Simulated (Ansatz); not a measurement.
Checking a run of Ansatz (a quantum-chemistry and plane-wave program) on HfC (Fm-3m, 2 atoms in the cell). The aim is a self-consistent single point with DFT, revPBE, plane waves, PAW files made with PBE.

Cell that was meant: a = 3.2078 Å, b = 3.2078 Å, c = 3.2078 Å, α = 60.00°, β = 60.00°, γ = 60.00°.

Part of the input:

Ansatz 0.2 input:
```yaml
  atoms:
    - { symbol: Hf, position: [0.00000000, 0.00000000, 0.00000000] }
    - { symbol: C, position: [0.50000000, 0.50000000, 0.50000000] }
    - { symbol: C, position: [0.51270200, 0.48484900, 0.49444000] }
basis:
  ecutwfc: 420.0 eV
kpoints:
```

The program printed (abridged):

```
Pseudopotentials: kind: paw
Pseudopotential: Hf, paw, valence charge 26
Pseudopotential: C, paw, valence charge 4
   [... lines left out ...]
PAW frozen core: C, regenerated for the run's functional, and the local potential with it
Initial density: superposition of atomic densities (chi_scale 0.1, normalization cell, long waves kept (reshape's long-wave potential 0.00 eV rms))
Initial wavefunctions: pseudopotential atomic-orbital guess
Eigensolver: davidson
Functional: x = revpbe(κ = 1.245, μ = 0.2195149727645171), c = pbe(β = 0.06672455060314922)
SCF iter   1: F=—  HF=-12085.655553 eV  |F-HF|=—  |Δ(HF+E_count)|=         —  Δρ=6.78e-1  dr2=6.23e1  ethr=3.10e-3  ⟨swp⟩=5.8  Hψ=59857  notcnv=0
all-band conjugate gradients solve this SCF's bands
preconditioner: auto → Kerker (q_TF=auto, 2.905 Å⁻¹)
SCF iter   2: F=—  HF=-12063.637405 eV  |F-HF|=—  |Δ(HF+E_count)|=    2.20e1  Δρ=3.48e-1  dr2=1.90e1  ethr=3.10e-3  ⟨swp⟩=4.0  Hψ=28686  notcnv=0
   [... lines left out ...]
SCF iter   8: F=—  HF=-12053.814909 eV  |F-HF|=—  |Δ(HF+E_count)|=   1.22e-4  Δρ=1.55e-4  dr2=3.14e-6  ethr=1.02e-6  ⟨swp⟩=2.1  Hψ=17342  notcnv=0
SCF iter   9: F=—  HF=-12053.814941 eV  |F-HF|=—  |Δ(HF+E_count)|=   3.18e-5  Δρ=3.39e-5  dr2=1.38e-7  ethr=9.23e-9  ⟨swp⟩=2.8  Hψ=21888  notcnv=0
SCF iter  10: F=-12053.814941 eV  HF=-12053.814941 eV  |F-HF|=8.48e-9  |Δ(HF+E_count)|=   1.87e-8  Δρ=7.15e-6  dr2=8.54e-9  ethr=2.94e-10  ⟨swp⟩=8.7  Hψ=70690  notcnv=0
SCF 1 converged in 10 iterations: F = -12053.814941 eV  dr2 = 8.54e-9
Free energy (F): -12053.814941 eV
Internal energy: -12053.786784 eV  (E = F + TS)
E sigma→0 (E₀):  -12053.800862 eV
Entropy (-TS):   -0.028157 eV (-9.386 meV/atom)
Fermi energy:    25.543086 eV
--- Forces (eV/Å), atoms counted from 1 ---
  atom   1  Hf    -0.30799854     0.10553035    -0.03615923
  atom   2  C  86518.65141159 -29835.16957653 10230.51388005
  atom   3  C  -86518.34338819 29835.06403852 -10230.47771744
--- Stress (GPa, compression-positive) ---
    28016.260224   -9621.158329    3299.106247
    -9621.158329    3433.442304   -1137.666823
     3299.106247   -1137.666823     505.744647
  P = ⅓ Tr σ = 10651.8157 GPa (106518.157 kbar)
  The stress holds the Pulay correction. Without it, at fixed plane waves, as pw.x and ABINIT print it: P = 10650.3587 GPa
```

Is this run sound? If not, what is wrong?

The run is not sound. The fault is one atom entered twice. Two nuclei at or near one point give a huge ion-ion repulsion and overlapping cores, and the electron count is too high as well. To fix it, remove the duplicate atom. The run converged in 10 iterations without an error; against the sound input the pressure goes from 23.64 to 10650 GPa and the largest force goes from 0.000 to 92090 eV/Å.

An input that runs soundly differs in these lines (not the only fix; some lines may just follow from the change or write a value another way):
```diff
-    - { symbol: C, position: [0.51270200, 0.48484900, 0.49444000] }
```

With that input, the run converged in 8 iterations: free energy E − TS (on the zero of these files) -15984.6098 eV; Fermi level (on the code's own zero) 20.23 eV; pressure 23.64 GPa (DFT, revPBE, plane waves, PAW files made with PBE).

On the sound input: the starting cell comes from a database of computed structures (which also holds hypothetical and non-ambient phases and stackings), without a prior relaxation at this level. Its lattice was rescaled by a random factor within 2.5 % of one. With a pressure of about 24 GPa the cell is away from its equilibrium volume at this level. Ansatz's pressure includes its estimate of the finite-basis (Pulay) stress.
